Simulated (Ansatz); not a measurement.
BeTe (model structure, Fm-3m, No. 225, 2 atoms in the cell): properties by level of theory

| level (code) | equilibrium lattice constant a (Å) | cohesive energy (eV/atom) |
|---|---|---|
| LDA (Ansatz) | 5.264 | ___ |
| PBE (Ansatz) | 5.361 | 2.92 |
| PBE-D3(BJ) (Ansatz) | ___ | ___ |
| r²SCAN (Ansatz) | ___ | 2.91 |
| r²SCAN+rVV10 (Ansatz) | 5.351 | 3.09 |

Q: Complete the blanks.

A: 
- LDA (Ansatz, a first-principles code), cohesive energy (eV/atom): 3.65
- PBE-D3(BJ) (Ansatz), equilibrium lattice constant a (Å): 5.275
- PBE-D3(BJ) (Ansatz), cohesive energy (eV/atom): 3.33
- r²SCAN (Ansatz), equilibrium lattice constant a (Å): 5.370

Ansatz's density-functional and Hartree–Fock values are scalar-relativistic unless marked +SOC, with PAW data made under PBE.

Computed values are for the static lattice.

A model structure was made by putting elements into a prototype or built by hand; it is no filed structure, need not be a known phase, and can be a saddle point held by its symmetry.
